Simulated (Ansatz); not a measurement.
Effective masses and thermopower of PbI2 (P-3m1)

Here is the system:

```yaml
crystal:
  lattice:
    - [4.43904, 0.00000, 0.00000]
    - [-2.21952, 3.84432, 0.00000]
    - [0.00000, 0.00000, 6.74158]
  atoms:
    - { symbol: Pb, position: [0.00000, 0.00000, 0.00000] }
    - { symbol: I, position: [0.66667, 0.33333, 0.71974] }
    - { symbol: I, position: [0.33333, 0.66667, 0.28026] }
```

Computed with PBEsol+D3BJ with spin-orbit coupling, rigid bands (plane waves, PAW; Ansatz, a program for electronic structure). Geometry: cell and atoms relaxed with PBEsol+d3bj.

| Quantity | Value |
|---|---|
| band gap | 1.15 eV |
| electron conductivity mass (300 K, dilute) | 0.189 (x), 0.189 (y), 1.22 (z) mₑ |
| hole conductivity mass (300 K, dilute) | 0.32 (x), 0.32 (y), 0.56 (z) mₑ |
| effective density of states N_c (300 K) | 4.6e18 cm⁻³ |
| effective density of states N_v (300 K) | 5.3e18 cm⁻³ |
| density-of-states mass, electrons | 0.32 mₑ |
| density-of-states mass, holes | 0.36 mₑ |
| Seebeck coefficient, n-type 1e19 cm⁻³, 300 K | -164 μV/K |
| Seebeck coefficient, p-type 1e19 cm⁻³, 300 K | 179 μV/K |
| best p-type power factor at 300 K for τ = 10 fs (best axis; densities from 1e16 to 1e21 cm⁻³ tried, whether or not they can be reached) | 13.0 μW/(cm·K²) at 3e20 cm⁻³ |

Rigid bands; masses and Seebeck coefficients take one relaxation time τ for all states and one kind of carrier; polarons and phonon drag are left out. Geometry: cell and atoms relaxed with PBEsol+D3(BJ).

PBEsol with a dispersion correction tends to overbind, so the cell can be several per cent short, in bad cases over ten, which usually narrows a gap: PbI2 (P-3m1).
